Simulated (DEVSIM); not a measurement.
Structure: illuminated Si p-on-n cell, one wavelength, with a back-surface field, at 300 K.

```tsv
layer (left to right)	material	thickness (μm)	Nd (cm⁻³)	Na (cm⁻³)	τn (s)	τp (s)	absorption coefficient (cm⁻¹)
1	Si	0.790	-	6.9e17	1.5e-8	4.4e-8	440
2	Si	290	1e15	-	4.6e-7	4.6e-7	440
3	Si	1.10	4.6e18	-	4.6e-7	4.6e-7	440
```

Left contact: ohmic, minority electron recombination velocity 50000 cm/s. Right contact: ohmic, minority hole recombination velocity 10 cm/s. Voltage is applied to the left contact. Recombination: SRH at mid-gap, radiative, Auger. Light enters at the left, 2.9e18 photons cm⁻² s⁻¹, one pass, no reflection. Mobility is constant in doping.

Constants are typed, rounded textbook-type inputs, not results; the design itself was drawn at random and stands for no fabricated device. Values at 300 K; Nc and Nv go as T^1.5, mobilities as T to minus their exponent, the gap by Varshni's rule with the affinity fixed.

| parameter | Si |
|---|---|
| gap (eV) | 1.124 |
| affinity (eV) | 4.05 |
| permittivity | 11.7 |
| Nc (cm⁻³) | 2.86e19 |
| Nv (cm⁻³) | 3.1e19 |
| μn (cm²/Vs) | 1417 |
| μp (cm²/Vs) | 470 |
| T exponent of μn | 2.3 |
| T exponent of μp | 2.2 |
| B (cm³/s) | 4.7e-15 |
| Cn (cm⁶/s) | 2.8e-31 |
| Cp (cm⁶/s) | 9.9e-32 |
| Varshni α (eV/K) | 0.000473 |
| Varshni β (K) | 636 |

Model (solved in DEVSIM): 1D drift-diffusion, Boltzmann statistics, complete ionisation; no tunnelling, impact ionisation, image-force lowering or self-heating.

The temperature was swept, all else fixed.

```csv
temperature (K),potential step across the device at zero bias (V),dark forward voltage at 1 A/cm² (V),largest power (mW/cm²),share of generated pairs collected at short circuit
250,1.027,0.790,152,0.590
300,0.978,0.722,112,0.565
350,0.927,0.660,75.2,0.544
400,0.873,0.607,43.0,0.525
450,0.816,0.560,17.8,0.499
500,0.757,0.495,4.20,0.347
```

From the first row to the last the potential step across the device at zero bias goes from 1.027 to 0.757. From the first row to the last the dark forward voltage at 1 A/cm² goes from 0.790 to 0.495.
